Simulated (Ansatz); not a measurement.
HfB2, response to strain

Consider HfB₂ (space group P6/mmm, No. 191; a = 3.128 Å, c = 3.446 Å; relaxed with 0.1 eV smearing). Axes: x lies along a and z along c of the hexagonal cell.

Strains are applied to the cell and any free atomic positions relax.

Computed with PBEsol, PAW, 420 eV (Ansatz, an electronic-structure program; without spin-orbit coupling).

Candidates:
(a) uniaxial strain ε_zz = +1.00 %
(b) uniaxial strain ε_zz = −2.50 %
(c) uniaxial strain ε_zz = +1.50 %

Notes on the quantities. energy relative to the base: free energy F.

Order them by energy relative to the base, lowest first.

(a) uniaxial strain ε_zz = +1.00 % (+1.4 meV/atom), (c) uniaxial strain ε_zz = +1.50 % (+3.1 meV/atom), (b) uniaxial strain ε_zz = −2.50 % (+9.3 meV/atom)

Whether these cells are dynamically stable was not tested. The final runs are not spin-polarised.
